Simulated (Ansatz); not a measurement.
Take AlRu in the CsCl type structure (space group Pm-3m, No. 221; a = 3.004 Å) as the base.

Level of theory: plane-wave PAW DFT at the PBE level (Ansatz, a program for electronic structure, 420 eV), no SOC.

Base values:

| Property | Value |
|---|---|
| Lattice parameter a | 3.004 Å |

It is then changed as follows: a hydrostatic pressure of 1.5 GPa.

**Question.** Estimate the effect on the lattice parameter a.

**Answer.** The lattice parameter a decreases by 0.0072 Å (3.004 Å → 2.996 Å).

Load acts through the strain it causes; cell and atoms are relaxed under it. Stability against distortions was not tested. The final runs are not spin-polarised.
